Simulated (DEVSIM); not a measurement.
System: Si p+/n-/n+ power diode, at 300 K.

| layer (left to right) | material | thickness (μm) | Nd (cm⁻³) | Na (cm⁻³) | τn (s) | τp (s) |
|---|---|---|---|---|---|---|
| 1 | Si | 1.20 | - | 5.6e18 | 0.00068 | 0.00068 |
| 2 | Si | 9.20 | 6.5e14 | - | 0.00068 | 0.00068 |
| 3 | Si | 2.80 | 1.6e18 | - | 0.00068 | 0.00068 |

Left contact: ohmic. Right contact: ohmic. Voltage is applied to the left contact. Recombination: SRH at mid-gap, Auger. Mobility is μmin + (μ − μmin)/(1 + (N/Nref)^α).

Constants are typed, rounded textbook-type inputs, not results; the design itself was drawn at random and stands for no fabricated device. Values at 300 K.

```csv
parameter,Si
gap (eV),1.124
affinity (eV),4.05
permittivity,11.7
Nc (cm⁻³),2.86e19
Nv (cm⁻³),3.1e19
μn (cm²/Vs),1417
μp (cm²/Vs),470
"μn,min",52
"μp,min",45
"Nref,n",9.7e16
"Nref,p",2.2e17
αn,0.68
αp,0.72
Cn (cm⁶/s),2.8e-31
Cp (cm⁶/s),9.9e-32
```

Simulated with DEVSIM: 1D drift-diffusion, Boltzmann statistics, complete ionisation; no tunnelling, impact ionisation, image-force lowering or self-heating.

Q: Tabulate band edges, carrier densities and field at -100.0 V on the left contact.

A: Energies count from the Fermi level of the right contact; mesh points crowd at the junctions.

| x (μm) | Ec (eV) | Ev (eV) | n (cm⁻³) | p (cm⁻³) | field (V/cm) |
|---|---|---|---|---|---|
| 0.000 | 101.080 | 99.956 | < 1e2 | 5.6e18 | ≈ 0 |
| 0.04704 | 101.080 | 99.956 | < 1e2 | 5.6e18 | ≈ 0 |
| 0.1907 | 101.080 | 99.956 | < 1e2 | 5.6e18 | ≈ 0 |
| 0.5959 | 101.080 | 99.956 | < 1e2 | 5.6e18 | ≈ 0 |
| 1.072 | 101.080 | 99.956 | < 1e2 | 5.6e18 | ≈ 0 |
| 1.172 | 101.080 | 99.956 | < 1e2 | 5.6e18 | ≈ 0 |
| 1.208 | 100.910 | 99.787 | < 1e2 | 8.1e15 | -160000 |
| 1.320 | 99.172 | 98.048 | < 1e2 | < 1e2 | -150000 |
| 1.607 | 94.771 | 93.647 | < 1e2 | < 1e2 | -150000 |
| 2.520 | 81.329 | 80.205 | < 1e2 | < 1e2 | -140000 |
| 5.199 | 46.720 | 45.596 | < 1e2 | < 1e2 | -120000 |
| 9.213 | 8.354 | 7.230 | < 1e2 | < 1e2 | -75000 |
| 10.02 | 2.602 | 1.478 | < 1e2 | < 1e2 | -67000 |
| 10.29 | 0.826 | -0.298 | 380000 | < 1e2 | -65000 |
| 10.39 | 0.152 | -0.972 | 8.1e16 | < 1e2 | -68000 |
| 10.43 | 0.075 | -1.050 | 1.6e18 | < 1e2 | ≈ 0 |
| 10.55 | 0.075 | -1.050 | 1.6e18 | < 1e2 | ≈ 0 |
| 10.89 | 0.075 | -1.050 | 1.6e18 | < 1e2 | ≈ 0 |
| 12.31 | 0.075 | -1.050 | 1.6e18 | < 1e2 | ≈ 0 |
| 12.91 | 0.075 | -1.050 | 1.6e18 | < 1e2 | ≈ 0 |
| 13.12 | 0.075 | -1.050 | 1.6e18 | < 1e2 | ≈ 0 |
| 13.20 | 0.075 | -1.050 | 1.6e18 | < 1e2 | ≈ 0 |
